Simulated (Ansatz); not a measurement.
## A computed series for hypothetical Fm-3m WTe2: response to strain

Start from WTe2 (space group Fm-3m, No. 225; a hypothetical phase, not in the database extracts checked; relaxed with 0.1 eV smearing).

```yaml
crystal:
  lattice:
    - [0.00000, 3.28601, 3.28601]
    - [3.28601, 0.00000, 3.28601]
    - [3.28601, 3.28601, 0.00000]
  atoms:
    - { symbol: W, position: [0.00000, 0.00000, 0.00000] }
    - { symbol: Te, position: [0.25000, 0.25000, 0.25000] }
    - { symbol: Te, position: [0.75000, 0.75000, 0.75000] }
```

Cartesian axes are those of the cell as printed.

Strains are applied to the cell and any free atomic positions relax; under biaxial strain the out-of-plane vector relaxes too.

Computed with PBEsol (Ansatz, a quantum-chemistry and plane-wave program, PAW, no spin-orbit coupling).

Notes on the quantities. energy relative to the base: free energy F.

| variant | shortest interatomic distance | energy relative to the base | space group | out-of-plane strain |
|---|---|---|---|---|
| base | 2.846 Å | 0 meV/atom | Fm-3m (No. 225) | – |
| biaxial strain +1.38 %, plane normal [001], relaxed out of plane | 2.858 Å | +4.2 meV/atom | I4/mmm (No. 139) | -1.46 % |
| biaxial strain −2.54 %, plane normal [110], relaxed out of plane | 2.793 Å | +13 meV/atom | Immm (No. 71) | +3.03 % |
| biaxial strain +0.88 %, plane normal [111], relaxed out of plane | 2.827 Å | +1.1 meV/atom | R-3m (No. 166) | -1.27 % |
| isotropic strain +0.91 % | 2.872 Å | +5.9 meV/atom | Fm-3m (No. 225) | – |

Whether these cells are dynamically stable was not tested. All final runs are without spin polarisation. WTe2 has a high density of states at the Fermi level and may be magnetic at this level.
